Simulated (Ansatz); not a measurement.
An Ansatz (a program for electronic structure) input (Ansatz LDA, without spin-orbit coupling):

Ansatz 0.2 input:
```yaml
crystal:
  lattice:
    - [0, 2.409899813, 2.409899813]
    - [2.409899813, 0, 2.409899813]
    - [2.409899813, 2.409899813, 0]
  atoms:
    - { symbol: Y, position: [0, 0, 0] }
    - { symbol: N, position: [0.5, 0.5, 0.5] }
basis: { ecutwfc: 420, ecutrho_ratio: 4, xc_grid: 2, fft_grid_basis: typed }
kpoints: { mp_grid: { grid: [12, 12, 12] } }
hamiltonian:
  xc: lda
  dispersion: none
  pseudopotentials: { kind: paw }
scf: { occupations: { method: fermi_dirac, width: 0.05 }, convergence: { dr2_threshold: 0.0000000002 } }
output: { forces: true, stress: true }
checkpoint: { write: state.ck, write_every: 1000 }
```

Question: Which symmetry and how many k-points will the program report, and about how many plane waves at Γ?

Answer: Space group Fm-3m (ITA 225) with 48 operations, k-points 72 of 1728, and 537 plane waves at Γ.

No phonon test of stability was made. The final runs are not spin-polarised. The cell is YN in the rock salt structure (space group Fm-3m, No. 225).
